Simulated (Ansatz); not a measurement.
WAl₂ (model structure, started from the RuAl2 type, Fddd, No. 70, 6 atoms in the cell) was calculated with PBEsol (PAW; Ansatz, a quantum-chemistry and plane-wave program).

Run with plane-wave cutoff 520 eV, 14×14×14 k mesh, Fermi–Dirac smearing 0.05 eV, no spin polarisation, scalar-relativistic PAW data made under PBE.

Cell (relaxed at this level):

```
CELL_PARAMETERS angstrom
      0.00000     4.13660     4.44618
      2.46019     0.00000     4.44618
      2.46019     4.13660     0.00000
ATOMIC_POSITIONS crystal
  Al 0.08303 0.41697 0.08303
  Al 0.41697 0.08303 0.41697
  Al 0.16697 0.83303 0.16697
  Al 0.83303 0.16697 0.83303
  W  0.75000 0.75000 0.75000
  W  0.50000 0.50000 0.50000
```

Estimate the bulk modulus B0 that the calculation returns.


bulk modulus B0: 167 GPa

Note: the run has no spin polarisation, so it can have missed a magnetic state; the bulk modulus is −V dP/dV from two relaxed cells at ±2 % in volume; the relaxation could raise the start's symmetry but not lower it, so the cell can be a saddle point.

Spin–orbit coupling is not included.

The result took roughly 11 core-minutes.

A model structure was made by putting elements into a prototype or built by hand; it is no filed structure, need not be a known phase, and can be a saddle point held by its symmetry.
